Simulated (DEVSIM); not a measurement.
Device: illuminated Si n-on-p cell, one wavelength, at 300 K.

Layer 1 from the left is Si, thickness (μm) 0.430, Nd (cm⁻³) 1.3e18, τn (s) 7.7e-6, τp (s) 1.4e-5, absorption coefficient (cm⁻¹) 29000. Layer 2 from the left is Si, thickness (μm) 250, Na (cm⁻³) 5.8e16, τn (s) 2.4e-5, τp (s) 2.4e-5, absorption coefficient (cm⁻¹) 29000.

Left contact: ohmic, minority hole recombination velocity 30000 cm/s. Right contact: ohmic, minority electron recombination velocity 1e5 cm/s. Voltage is applied to the left contact. Recombination: SRH at mid-gap, radiative, Auger. Light enters at the left, 8.9e17 photons cm⁻² s⁻¹, one pass, no reflection. Mobility is constant in doping.

The device is made up for the run: typed textbook-type constants, with dimensions and the other settings drawn at random. Values at 300 K.

Si: gap (eV) 1.124, affinity (eV) 4.05, permittivity 11.7, Nc (cm⁻³) 2.86e19, Nv (cm⁻³) 3.1e19, μn (cm²/Vs) 1417, μp (cm²/Vs) 470, B (cm³/s) 4.7e-15, Cn (cm⁶/s) 2.8e-31, Cp (cm⁶/s) 9.9e-32.

Simulated with DEVSIM: 1D drift-diffusion, Boltzmann statistics, complete ionisation; no tunnelling, impact ionisation, image-force lowering or self-heating.

Q: What does the simulation give for the share of generated pairs collected at short circuit, the dark forward voltage at 100 A/cm², the open-circuit voltage?

A: share of generated pairs collected at short circuit 0.958; dark forward voltage at 100 A/cm² 0.943 V; open-circuit voltage 0.664 V.
